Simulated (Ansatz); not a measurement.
Ansatz (an electronic-structure program) run on SnTe (I4mm, 2 atoms in the cell): self-consistent single point

Method: PBEsol, default PAW files made with PBE (plane waves; Ansatz).

Input:

Ansatz 0.2 input:
```yaml
crystal:
  lattice:
    - [0.000000, 3.144200, 3.144200]
    - [3.144200, 0.000000, 3.144200]
    - [3.144200, 3.144200, 0.000000]
  atoms:
    - { symbol: Sn, position: [0.007951, 0.007951, -0.007951] }
    - { symbol: Te, position: [0.500000, 0.500000, 0.500000] }
basis:
  ecutwfc: 420.0
kpoints:
  mp_grid: { grid: [7, 7, 7] }
hamiltonian:
  xc: pbesol
  pseudopotentials: { kind: paw }
scf:
  occupations: { method: fermi_dirac, width: 0.01 }
output:
  forces: true
  eigenvalues: true
  stress: true
```

Output (repeated stretches shortened):

```
WARN ansatz: RAYON_NUM_THREADS=1 ignored (pool sized by the plan → 1); use --threads N
Pseudopotentials: kind: paw
Pseudopotential: Sn, paw, valence charge 14
Pseudopotential: Te, paw, valence charge 16
Crystal: 2 atoms, lattice volume = 62.167 Å³
Basis set: ecut = 420 eV, 1243 PW (Γ), exchange–correlation on 60×60×60 points (8 copies of the dense FFT grid, shifted against one another)
Bands: 19, of which v1, the nominal top of the filled ones, is band 15 counted from 1 (14 counted from 0)
Symmetry: 8 space group operations
Space group: I4mm (ITA 107), of the structure as read, at distance tolerance 4.0e-5 Å
k-points: 40 of 343 (time reversal used)
PAW frozen core: Sn, regenerated for the run's functional, and the local potential with it
PAW frozen core: Te, regenerated for the run's functional, and the local potential with it
Initial density: superposition of atomic densities (neutral atoms: chi_scale 0, normalization atom), corrected by the library's trained network
Initial wavefunctions: pseudopotential atomic-orbital guess
Eigensolver: davidson
Functional: x = pbesol(κ = 0.804, μ = 0.12345679012345678), c = pbesol(β = 0.046)
SCF iter   1: F=—  HF=-12851.858092 eV  |F-HF|=—  |Δ(HF+E_count)|=         —  Δρ=2.36e-3  dr2=3.18e-3  ethr=1.77e-3  ⟨swp⟩=6.3  Hψ=4045  notcnv=0
all-band conjugate gradients solve this SCF's bands
preconditioner: auto → none
SCF iter   2: F=—  HF=-12851.854871 eV  |F-HF|=—  |Δ(HF+E_count)|=   3.22e-3  Δρ=8.66e-4  dr2=4.63e-4  ethr=1.06e-5  ⟨swp⟩=2.4  Hψ=1661  notcnv=0
SCF iter   3: F=—  HF=-12851.854842 eV  |F-HF|=—  |Δ(HF+E_count)|=   2.93e-5  Δρ=2.00e-4  dr2=2.52e-5  ethr=1.54e-6  ⟨swp⟩=2.0  Hψ=1520  notcnv=0
SCF iter   4: F=—  HF=-12851.854841 eV  |F-HF|=—  |Δ(HF+E_count)|=   9.87e-7  Δρ=1.19e-4  dr2=1.24e-5  ethr=8.39e-8  ⟨swp⟩=2.0  Hψ=1360  notcnv=0
SCF iter   5: F=—  HF=-12851.854836 eV  |F-HF|=—  |Δ(HF+E_count)|=   4.99e-6  Δρ=2.93e-5  dr2=5.19e-7  ethr=4.13e-8  ⟨swp⟩=2.0  Hψ=1350  notcnv=0
SCF iter   6: F=-12851.854836 eV  HF=-12851.854836 eV  |F-HF|=1.49e-8  |Δ(HF+E_count)|=   3.56e-7  Δρ=5.85e-6  dr2=8.49e-9  ethr=3.33e-10  ⟨swp⟩=6.2  Hψ=3750  notcnv=0
SCF 1 converged in 6 iterations: F = -12851.854836 eV  dr2 = 8.49e-9
SCF converged after 6 iterations
Free energy (F): -12851.854836 eV
Harris-Foulkes:  -12851.854836 eV  (|F-HF|=1.49e-8)
Internal energy: -12851.854836 eV  (E = F + TS)
E sigma→0 (E₀):  -12851.854836 eV
Fermi energy:    9.680652 eV
--- Per-component energies (eV) ---
  E_band       = -354.363671
  E_kinetic    = 366.902414
  E_local      = -2147.224874  (includes V_loc(G=0)·N_el)
  E_nonlocal   = -338.810177
  E_hartree    = 1348.397907
  E_xc         = -503.594210
  E_vxc        = -202.015568  (∫ρ·V_xc dr)
  E_paw        = -8646.779313  (= ΣΔE_a)
  E_vpaw       = -730.015298  (= ΣTr[D̂ρ^β])
  E_aug_tail   = -0.000163  (compensation charges beyond the density's cutoff)
  E_ewald      = -2931.406076
  E_core_change = 0.659655  (= ΣΔE_core)
  E_smearing   = -0.000000  (= −TS)
  E_closure    = -0.000000  (closes the sum)
  Σ components = -12851.854836   (vs F -12851.854836, Δ=0.00e0)
--- Forces (eV/Å), atoms counted from 1 ---
  atom   1  Sn     0.00000000     0.00000000    -0.00806147
  atom   2  Te    -0.00000000     0.00000000     0.00806234
  max |Σ_I F_I| component: 8.69e-7 eV/Å
--- Stress (GPa, compression-positive) ---
       -0.077963       0.000000       0.000000
        0.000000      -0.077963       0.000000
        0.000000       0.000000      -0.009245
  P = ⅓ Tr σ = -0.0551 GPa (-0.551 kbar)
  The stress holds the Pulay correction. Without it, at fixed plane waves, as pw.x and ABINIT print it: P = -0.0856 GPa
--- Band table (eV; the first three rows and the last of 40) ---
  k-point 0: bands = ["-27.4134", "-27.4127", "-27.4084", "-27.4084", "-27.4079", "-12.1833", "-12.1832", "-12.1763", "-12.1760", "-12.1760", "-3.2518", "4.9336", "7.4677", "7.4758", "7.4758", "12.9534", "12.9534", "12.9786", "14.3559"]
  k-point 1: bands = ["-27.4133", "-27.4126", "-27.4083", "-27.4082", "-27.4078", "-12.1843", "-12.1842", "-12.1758", "-12.1750", "-12.1748", "-3.0791", "4.0416", "7.4989", "7.5053", "8.0820", "12.1163", "12.1261", "12.1760", "14.2779"]
  k-point 2: bands = ["-27.4132", "-27.4125", "-27.4081", "-27.4079", "-27.4075", "-12.1870", "-12.1869", "-12.1752", "-12.1720", "-12.1718", "-2.6056", "2.5570", "7.6076", "7.6154", "8.8170", "10.8979", "10.9060", "10.9550", "14.9574"]
  k-point 39: bands = ["-27.4137", "-27.4121", "-27.4081", "-27.4071", "-27.4071", "-12.2009", "-12.1801", "-12.1790", "-12.1658", "-12.1653", "-1.6188", "2.6758", "4.1273", "6.0142", "6.2800", "12.2262", "13.7439", "14.0238", "15.7313"]
```

The run converged in 6 iterations.

The starting cell has typed, rounded lattice constants, without a prior relaxation at this level. Its lattice was rescaled by up to half a per cent. One atom was moved a little off its site on purpose. Spin-orbit coupling is off. Ansatz's pressure includes its estimate of the finite-basis (Pulay) stress. Another mesh or the band path of this cell gives a smaller gap, so this value is not converged in the mesh.
